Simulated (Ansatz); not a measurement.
**Mg2Sn, pressure series**

Consider Mg$_{2}$Sn (space group Fm-3m, No. 225; a = 6.816 Å).

Cell and atoms are relaxed at each pressure.

Calculations: DFT with PBE, PAW potentials and a 420 eV plane-wave cutoff in Ansatz (an electronic-structure program), without spin-orbit coupling.

Notes on the quantities. enthalpy: H = E + PV relative to the base's energy.

```
case               shortest interatomic distance       enthalpy
-----------------  -----------------------------  -------------
base                                     2.951 Å              –
pressure −2 GPa                          3.007 Å  -0.34 eV/atom
pressure −1 GPa                          2.977 Å  -0.17 eV/atom
pressure 0.9 GPa                         2.931 Å  +0.15 eV/atom
pressure 2.1 GPa                         2.906 Å  +0.34 eV/atom
pressure 4.5 GPa                         2.863 Å  +0.71 eV/atom
pressure 9 GPa                           2.800 Å  +1.36 eV/atom
pressure 15 GPa                          2.735 Å  +2.17 eV/atom
pressure 22.5 GPa                        2.673 Å  +3.12 eV/atom
pressure 30 GPa                          2.623 Å  +4.01 eV/atom
```

Load acts through the strain it causes; cell and atoms are relaxed under it. No phonon test of stability was made. Competing high-pressure phases were not computed.
